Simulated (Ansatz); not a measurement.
Base system: SrSi₂ (space group P4_132, No. 213; a = 6.491 Å). Axes: x, y, z lie along the cube axes.

The values are results of Ansatz (a first-principles code) PBEsol, without spin-orbit coupling, not measurements.

Before the change:

```
Item        Value
--------  -------
Pressure  0.0 GPa
Band gap     zero
```

Now apply this change: strain tensor (xx, yy, zz, yz, xz, xy) = (−2.38, +0.65, +0.75, −0.18, +0.83, −0.44) %; the atoms relax in the strained cell.

Q: Estimate the effect on the pressure.

A: The pressure (mean of the normal stresses, compression positive) goes from zero to 0.7 GPa.

Q: What happens to the largest internal atomic displacement?

A: The largest internal atomic displacement is 0.034 Å.

Q: What happens to the energy relative to the base?

A: The energy grows by 3.3 meV/atom.

Q: Estimate the effect on the band gap.

A: The band gap remains zero.

No phonon test of stability was made. All final runs are without spin polarisation. A zero or small gap of SrSi2 can be the functional's error rather than a property of the material.
